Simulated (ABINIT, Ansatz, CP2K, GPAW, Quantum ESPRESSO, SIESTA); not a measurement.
Code comparison for AlNi (Pm-3m, 2 atoms in the cell)

Self-consistent single point.

```yaml
crystal:
  lattice:
    - [2.86686, 0.00000, 0.00000]
    - [0.00000, 2.86686, 0.00000]
    - [0.00000, 0.00000, 2.86686]
  atoms:
    - { symbol: Al, position: [0.50000, 0.50000, 0.50000] }
    - { symbol: Ni, position: [0.00000, 0.00000, 0.00000] }
```

All programs got the same cell, k-point mesh and kind of occupations (in Ansatz's words: kpoints.mp_grid.grid = 11 11 11; scf.occupations.method = gaussian; scf.occupations.width = 0.01 Ry); potentials, basis and cutoffs are each program's usual ones.

```csv
code,model,pressure (GPa),k-points,cutoff
CP2K,"PBE, GPW, DZVP-MOLOPT-SR-GTH basis, GTH-PBE potentials (GTH_POTENTIALS)",4.90,666,grid 600 Ry
SIESTA,"GGA PBE, numerical atomic orbitals DZP, PseudoDojo PBE standard norm-conserving potentials (rewritten from UPF to PSML)",2.62,666,grid 300 Ry
Quantum ESPRESSO,"PBE, PseudoDojo stringent norm-conserving (PBE) pseudopotentials",4.65,56,105 Ry
ABINIT,"PBE, norm-conserving pseudopotentials (PseudoDojo nc-sr-05 PBE standard)",4.66,56,49 Ha
GPAW,"PBE, GPAW PAW datasets PBE (gpaw-data 1.0.1)",5.80,56,800 eV
Ansatz,"PBE, default PAW files",4.75,56,30.9 Ry
```

The spread over the programs that give each value: pressure within 3.18 GPa.

The starting cell comes from a database of computed structures (which also holds hypothetical and non-ambient phases and stackings), without a prior relaxation at this level. Its lattice was rescaled by a random factor within 2.5 % of one. On Ansatz's run: Spin polarisation is off. In the base run, with a pressure of about 5 GPa the cell is away from its equilibrium volume at this level.

Question: Why do the programs differ, and what cannot be compared?

Answer: Differences of this kind can come from the potentials, where these differ, and from what each basis and cutoff leave unconverged. The valence holds different numbers of electrons (CP2K 21, SIESTA 21, Quantum ESPRESSO 21, ABINIT 21, GPAW 19, Ansatz (an electronic-structure program) 21). The zero of total energies and Fermi levels follows the potentials and each program's conventions, so they are not compared here. CP2K and SIESTA use small atom-centred bases, whose incompleteness enters pressures, forces and empty levels differently from a plane-wave cutoff. Ansatz's pressure is given at a fixed set of plane waves, as the other plane-wave codes print theirs; with its correction for the finite basis it is 4.82 GPa. Ansatz's smearing width was typed in Ry to four decimals, so it matches the others to a few per cent. The programs reduce the same mesh by symmetry to different extents, which changes the work and not the result. In the pressure, SIESTA (by 2.09) and GPAW (by 1.09) lie more than 1 GPa from the median of the plane-wave programs.

Left out of this page: Elk and FLEUR (not drawn, or without a comparable value).

Keys are those of Ansatz 0.2.
